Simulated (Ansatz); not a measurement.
```
CELL_PARAMETERS angstrom
      4.41033     0.00000     0.00000
      0.00000     4.41033     0.00000
      2.20516    -2.20516     3.20897
ATOMIC_POSITIONS crystal
  Mg 0.75000 0.75000 0.50000
  Mg 0.25000 0.25000 0.50000
  Ge 0.00000 0.00000 0.00000
```

No spin polarisation.

The values are results of Kohn–Sham DFT with the PBEsol functional, run in Ansatz (a quantum-chemistry and plane-wave program) with PAW and 420 eV plane waves, no spin-orbit coupling, not measurements. k-mesh 13×13×13 (Γ-centred); smearing 0.05 eV (Fermi–Dirac).

### Question
What pressure (mean of the normal stresses, compression positive) does the calculation give?

### Answer
1.8 GPa.

### Question
What is the computed band gap?

### Answer
Zero.

### Question
Predict the space group.

### Answer
I4/mmm (No. 139).

The cells carry an imposed strain or load. Stability against distortions was not tested. The final runs are not spin-polarised. The cell was made from Mg$_{2}$Ge in the anti-fluorite structure (space group Fm-3m, No. 225) by this change: biaxial strain −2.00 %, plane normal [001], relaxed out of plane. The zero or small gap of Mg2Ge can change with the level of theory.
